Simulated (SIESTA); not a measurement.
Worked example: self-consistent single point of CdO (Fm-3m, 2 atoms in the cell) in SIESTA.

Method of the run: LDA PW92, numerical atomic orbitals DZP, PseudoDojo LDA standard norm-conserving potentials (rewritten from UPF to PSML) (SIESTA 5.4.2).

```
CdO
1.0
    0.00000     2.35000     2.35000
    2.35000     0.00000     2.35000
    2.35000     2.35000     0.00000
Cd O
1 1
Direct
  0.00000   0.00000   0.00000
  0.50000   0.50000   0.50000
```

Reference input (self-consistent single point, DFT, GGA PBE, numerical atomic orbitals DZP, PseudoDojo PBE standard norm-conserving potentials (rewritten from UPF to PSML)): XC.functional = GGA; XC.authors = PBE; potentials = PseudoDojo PBE standard; PAO.BasisSize = DZP; PAO.EnergyShift = 0.01 Ry; MeshCutoff = 300 Ry; kgrid.MonkhorstPack = 8 8 8; OccupationFunction = FD; ElectronicTemperature = 20 meV; MaxSCFIterations = 150; SCF.Mixer.Method = Pulay; SCF.Mixer.Weight = 0.25. This run's input differs from it in these lines:

```diff
@@ -1,2 +1,2 @@
-# files in the folder: Cd.psml O.psml (PseudoDojo PBE standard)
+# files in the folder: Cd.psml O.psml (PseudoDojo LDA standard)
 SystemName  CdO
@@ -22,4 +22,4 @@
 
-XC.functional                GGA
-XC.authors                   PBE
+XC.functional                LDA
+XC.authors                   PW92
 PAO.BasisSize                DZP
```

Log, with long lists cut:

```
        iscf     Eharris(eV)        E_KS(eV)     FreeEng(eV)     dDmax    Ef(eV) dHmax(eV)
   scf:    1    -5205.566421    -5212.884926    -5212.885269  1.353311 -4.865161 10.731433
   scf:    2    -5219.258694    -5217.051314    -5217.051603  0.340344 -4.395805  3.638209
   scf:    3    -5217.409775    -5217.283237    -5217.283522  0.119961 -4.381681  1.022447
   scf:    4    -5217.318548    -5217.307764    -5217.308052  0.058483 -4.570245  0.065431
   scf:    5    -5217.303932    -5217.306721    -5217.307009  0.026272 -4.496078  0.222424
   scf:    6    -5217.308988    -5217.308307    -5217.308595  0.010658 -4.547055  0.012672
   scf:    7    -5217.308313    -5217.308311    -5217.308599  0.000635 -4.550226  0.003144
   scf:    8    -5217.308312    -5217.308312    -5217.308600  0.000127 -4.550373  0.000501
mix: Pulay -- inversion failed, > SVD [rank/size] 4 / 7
   scf:    9    -5217.308312    -5217.308312    -5217.308600  0.000018 -4.550393  0.000263
mix: Pulay -- inversion failed, > SVD [rank/size] 4 / 7
   scf:   10    -5217.308312    -5217.308312    -5217.308600  0.000013 -4.550461  0.000006
mix: Pulay -- inversion failed, > SVD [rank/size] 4 / 7
   scf:   11    -5217.308312    -5217.308312    -5217.308600  0.000000 -4.550462  0.000004
SCF Convergence by DM+H criterion
max |DM_out - DM_in|         :     0.0000002330
max |H_out - H_in|      (eV) :     0.0000036301
SCF cycle converged after 11 iterations

Using DM_out to compute the final energy and forces

siesta: E_KS(eV) =            -5217.3083

siesta: E_KS - E_eggbox =     -5217.3083

siesta: Atomic forces (eV/Ang):
     1   -0.000000   -0.000000   -0.000000
     2    0.000000    0.000000    0.000000
   Tot    0.000000    0.000000    0.000000
   Max    0.000000
   Res    0.000000    sqrt( Sum f_i^2 / 3N )
   Max    0.000000    constrained

Stress tensor Voigt[x,y,z,yz,xz,xy] (kbar):      113.22      113.22      113.22        0.00        0.00        0.00
(Free)E + p*V (eV/cell)    -5219.1427
Target enthalpy (eV/cell)    -5217.3086

siesta: Program's energy decomposition (eV):
siesta: FreeEng =     -5217.308600

   [... lines left out ...]
siesta: Cell volume =         25.955750 Ang**3
siesta:        -113.21580872       -113.21581512  kBar
   [... lines left out ...]
               2s      2s      2py     2pz     2px     2py     2pz     2px
               3Pdxy   3Pdyz   3Pdz2   3Pdxz   3Pdx2-y2
   2  6.485   1.840  -0.024   1.599   1.599   1.599  -0.057  -0.057  -0.057
              0.007   0.007   0.010   0.007   0.010

mulliken: Qtot =       26.000

Mulliken Atomic Populations:
Atom #   charge [q] valence [e]  Species
     1     0.485030   19.514970  Cd
     2    -0.485030    6.485030  O
 Total     0.000000
```

The run converged in 11 iterations. Against the reference run the pressure goes from 1.47 to -11.32 GPa.

The starting cell has typed, rounded lattice constants, without a prior relaxation at this level. Values carry the incompleteness of an atom-centred basis. With a pressure of about -11 GPa the cell is away from its equilibrium volume at this level. The run gives no clean gap (levels at the Fermi energy touch, overlap or are partly filled at this smearing), which alone does not show that the compound is a metal.
